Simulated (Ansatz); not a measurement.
The parent structure is MgTe in the wurtzite structure (space group P6_3mc, No. 186).

```yaml
crystal:
  lattice:
    - [4.50890, 0.00000, 0.00000]
    - [-2.25445, 3.90482, 0.00000]
    - [0.00000, 0.00000, 7.33770]
  atoms:
    - { symbol: Mg, position: [0.33333, 0.66667, 0.99977] }
    - { symbol: Mg, position: [0.66667, 0.33333, 0.49977] }
    - { symbol: Te, position: [0.33333, 0.66667, 0.37623] }
    - { symbol: Te, position: [0.66667, 0.33333, 0.87623] }
```

Cartesian axes are those of the cell as printed.

Level of theory: LDA (Ansatz, a program for electronic structure), no spin-orbit coupling.

Before the change:

| Item | Value |
|---|---|
| Pressure | 0.00 GPa |
| Shortest interatomic distance | 275.7 pm |

Now apply this change: the cell is compressed by 1.80 % along z with no lateral relaxation; the atoms relax in the strained cell.

### Question
What does the calculation give for the pressure after the change?

### Answer
The pressure (mean of the normal stresses, compression positive) goes from zero to 0.72 GPa.

### Question
Estimate the effect on the energy relative to the base.

### Answer
The energy goes up by 2.0 meV/atom.

### Question
How does this affect the shortest interatomic distance?

### Answer
The shortest interatomic distance drops by 1.5 pm to 274.2 pm.

Stability against distortions was not tested.
